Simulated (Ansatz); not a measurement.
**BN (model structure, started from the BeO type, P4₂/mnm, No. 136, 8 atoms in the cell)**

All values below come from LDA (Ansatz, an electronic-structure program, plane waves, PAW).

Settings: plane-wave cutoff 520 eV, 8×8×14 k mesh (along the axes of the cell as run), Fermi–Dirac smearing 0.01 eV, scalar-relativistic PAW data made under PBE.

Cell (relaxed at this level):

```
BN
1.0
    4.36764     0.00000     0.00000
    0.00000     4.36764     0.00000
    0.00000     0.00000     2.52143
B N
4 4
Direct
  0.32598   0.67402   0.00000
  0.67402   0.32598   0.00000
  0.82598   0.82598   0.50000
  0.17402   0.17402   0.50000
  0.31230   0.31230   0.00000
  0.68770   0.68770   0.00000
  0.18770   0.81230   0.50000
  0.81230   0.18770   0.50000
```

```
Quantity                                                  Value
-------------------------------------------  ------------------
band gap                                     4.55 eV (indirect)
smallest direct gap on the k points sampled             5.71 eV
Γ–Γ gap                                                 7.20 eV
```

Note: the relaxation could raise the start's symmetry but not lower it, so the cell can be a saddle point.

Computed values are for the static lattice.

Cost on a shared machine: very roughly 8 core-seconds.

A model structure was made by putting elements into a prototype or built by hand; it is no filed structure, need not be a known phase, and can be a saddle point held by its symmetry.
